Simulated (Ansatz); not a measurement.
## GaP: pressure series

Start from GaP in the zinc blende structure (space group F-43m, No. 216; a = 5.3914 Å).

Cell and atoms are relaxed at each pressure.

All numbers come from plane-wave PAW DFT at the LDA level (Ansatz, a quantum-chemistry and plane-wave program, 420 eV), without spin-orbit coupling.

Notes on the quantities. hole mass: degenerate bands, along [100].

```json
[
 {"change": "base", "band gap": "1.38 eV", "hole mass": "0.11, 0.36, 0.36 mₑ (at Γ)", "smallest direct gap": "1.88 eV"},
 {"change": "pressure −2 GPa", "band gap": "1.42 eV", "hole mass": "0.10, 0.37, 0.37 mₑ (at Γ)", "smallest direct gap": "1.69 eV"},
 {"change": "pressure −1 GPa", "band gap": "1.40 eV", "hole mass": "0.11, 0.36, 0.36 mₑ (at Γ)", "smallest direct gap": "1.79 eV"},
 {"change": "pressure 0.9 GPa", "band gap": "1.37 eV", "hole mass": "0.11, 0.35, 0.35 mₑ (at Γ)", "smallest direct gap": "1.96 eV"},
 {"change": "pressure 2.1 GPa", "band gap": "1.34 eV", "hole mass": "0.12, 0.34, 0.34 mₑ (at Γ)", "smallest direct gap": "2.07 eV"},
 {"change": "pressure 4.5 GPa", "band gap": "1.30 eV", "hole mass": "0.13, 0.34, 0.34 mₑ (at Γ)", "smallest direct gap": "2.26 eV"},
 {"change": "pressure 9 GPa", "band gap": "1.22 eV", "hole mass": "0.14, 0.32, 0.32 mₑ (at Γ)", "smallest direct gap": "2.59 eV"},
 {"change": "pressure 15 GPa", "band gap": "1.12 eV", "hole mass": "0.16, 0.30, 0.30 mₑ (at Γ)", "smallest direct gap": "2.96 eV"},
 {"change": "pressure 22.5 GPa", "band gap": "1.00 eV", "hole mass": "0.17, 0.29, 0.29 mₑ (at Γ)", "smallest direct gap": "3.35 eV"},
 {"change": "pressure 30 GPa", "band gap": "0.90 eV", "hole mass": "0.18, 0.27, 0.27 mₑ (at Γ)", "smallest direct gap": "3.61 eV"}
]
```

Load acts through the strain it causes; cell and atoms are relaxed under it. Masses are band curvatures over ±0.01 Å⁻¹ around the edge. Stability against distortions was not tested. Measured, GaP leaves this structure (for a Cmcm phase) near 26 GPa (temperature not stated; as listed in Datta, Sujoy, Jana, Debnarayan, arXiv (2020)).
